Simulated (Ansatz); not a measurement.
PbS, pressure series

Start from PbS in the rock salt structure (space group Fm-3m, No. 225; a = 6.009 Å).

Cell and atoms are relaxed at each pressure.

Levels (all Ansatz, a program for electronic structure, PAW): PBE (420 eV, no SOC); PBEsol (420 eV, without spin-orbit coupling).

The base cell above is that of PBE; each level relaxes its own structures.

```json
[
 {"case": "pressure −2 GPa", "lattice parameter a, PBE": "6.093 Å", "lattice parameter a, PBEsol": "5.975 Å"},
 {"case": "pressure −1 GPa", "lattice parameter a, PBE": "6.049 Å", "lattice parameter a, PBEsol": "…"},
 {"case": "pressure 0.3 GPa", "lattice parameter a, PBE": "5.998 Å", "lattice parameter a, PBEsol": "5.893 Å"},
 {"case": "pressure 0.7 GPa", "lattice parameter a, PBE": "5.983 Å", "lattice parameter a, PBEsol": "5.881 Å"},
 {"case": "pressure 1.5 GPa", "lattice parameter a, PBE": "5.956 Å", "lattice parameter a, PBEsol": "5.857 Å"},
 {"case": "pressure 3 GPa", "lattice parameter a, PBE": "5.908 Å", "lattice parameter a, PBEsol": "5.814 Å"},
 {"case": "pressure 5 GPa", "lattice parameter a, PBE": "5.851 Å", "lattice parameter a, PBEsol": "…"},
 {"case": "pressure 7.5 GPa", "lattice parameter a, PBE": "5.789 Å", "lattice parameter a, PBEsol": "…"},
 {"case": "pressure 10 GPa", "lattice parameter a, PBE": "5.733 Å", "lattice parameter a, PBEsol": "…"}
]
```

Q: Complete the table.

A: 
- pressure −1 GPa, lattice parameter a, PBEsol: 5.938 Å
- pressure 5 GPa, lattice parameter a, PBEsol: 5.764 Å
- pressure 7.5 GPa, lattice parameter a, PBEsol: 5.707 Å
- pressure 10 GPa, lattice parameter a, PBEsol: 5.658 Å

PBE lies above PBEsol in every row, by 0.075 Å to 0.118 Å. They put the cases in the same order.

Load acts through the strain it causes; cell and atoms are relaxed under it. Stability against distortions was not tested. Competing high-pressure phases were not computed. The base started in Pnma and relaxed to Fm-3m at this level. All final runs are without spin polarisation.
